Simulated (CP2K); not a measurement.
CP2K run on CuI (F-43m, 2 atoms in the cell): self-consistent single point.

Method: CP2K with PBE, GPW, TZVP-MOLOPT-SR-GTH basis, GTH-PBE potentials (GTH_POTENTIALS).

The change in words: lattice scaled by 0.98. Reference geometry:
```
CELL_PARAMETERS angstrom
      4.27800     0.00000     0.00000
      2.13900     3.70485     0.00000
      2.13900     1.23495     3.49297
ATOMIC_POSITIONS crystal
  Cu 0.00000 0.00000 0.00000
  I  0.25000 0.25000 0.25000
```

Reference input (self-consistent single point, DFT PBE, GPW, TZVP-MOLOPT-SR-GTH basis, GTH-PBE potentials (GTH_POTENTIALS)): CUTOFF = 600 Ry; REL_CUTOFF = 50 Ry; SMEAR/METHOD = FERMI_DIRAC; ELECTRONIC_TEMPERATURE = 116.05 K; KPOINTS/SCHEME = MONKHORST-PACK 5 5 5; XC_FUNCTIONAL = PBE; Cu/BASIS_SET = TZVP-MOLOPT-SR-GTH; Cu/POTENTIAL = GTH-PBE-q11; I/BASIS_SET = TZVP-MOLOPT-SR-GTH; I/POTENTIAL = GTH-PBE-q7; METHOD = GPW; EPS_DEFAULT = 1e-10. This run's input differs from it in these lines:

```diff
@@ -63,4 +63,4 @@
     &CELL
-      ABC 4.27799600 4.27799582 4.27799589
-      ALPHA_BETA_GAMMA 59.99999964 59.99999916 59.99999857
+      ABC 4.19243600 4.19243593 4.19243627
+      ALPHA_BETA_GAMMA 60.00000231 60.00000213 59.99999946
       PERIODIC XYZ
```

The program printed (abridged):

```
 SCF WAVEFUNCTION OPTIMIZATION

  Step     Update method      Time    Convergence         Total energy    Change
     1 NoMix/Diag. 0.20E+00      -     0.61558525       -59.6776462433 -5.97E+01
     2 Broy./Diag. 0.20E+00      -     0.03328937       -60.2763176653 -5.99E-01
     3 Broy./Diag. 0.20E+00      -     0.01863902       -59.8400316591  4.36E-01
     4 Broy./Diag. 0.20E+00      -     0.01747916       -59.6049873337  2.35E-01
     5 Broy./Diag. 0.20E+00      -     0.00473285       -59.5515048325  5.35E-02
     6 Broy./Diag. 0.20E+00      -     0.00141656       -59.6037694872 -5.23E-02
   [... 6 lines left out ...]
    13 Broy./Diag. 0.20E+00      -     0.00000985       -59.6027338506  4.82E-05
    14 Broy./Diag. 0.20E+00      -     0.00000555       -59.6027130589  2.08E-05
    15 Broy./Diag. 0.20E+00      -     0.00000217       -59.6027086390  4.42E-06
    16 Broy./Diag. 0.20E+00      -     0.00000071       -59.6027044623  4.18E-06
  *** SCF run converged in    16 steps ***

  Overlap energy of the core charge distribution:               0.00000001986595
  Self energy of the core charge distribution:                -89.08606749651483
  Core Hamiltonian energy:                                     26.92796186723014
  Hartree energy:                                              12.65167063928797
  Exchange-correlation energy:                                -10.09626949220155
  Electronic entropic energy:                                  -0.00000000000000
  Fermi energy:                                                 0.18067552787657

  Total energy:                                               -59.60270446233233
  Total energy (extrapolated to T->0):                        -59.60270446233233

   [... lines left out ...]

 STRESS| Analytical stress tensor [bar]
 STRESS|                        x                   y                   z
 STRESS|      x        5.07901912534E+04   1.71997903820E+00   1.21619393869E+00
 STRESS|      y        1.71997903820E+00   5.07881456275E+04   6.75110091535E-01
 STRESS|      z        1.21619393869E+00   6.75110091535E-01   5.07875478937E+04
 STRESS| 1/3 Trace                                             5.07886282582E+04
```

The run converged in 16 iterations. Against the reference run the free energy rises by 33.9 meV/atom, the pressure goes from 1.78 to 5.08 GPa and the gap on the mesh goes from 1.130 to 1.299 eV.

The starting cell has typed, rounded lattice constants, without a prior relaxation at this level. For this run, on top of that: lattice scaled by 0.98. Spin-orbit coupling is off. Values carry the incompleteness of an atom-centred basis. With a pressure of about 5 GPa the cell is away from its equilibrium volume at this level.

Cost on one core of a shared machine: roughly 30 s.
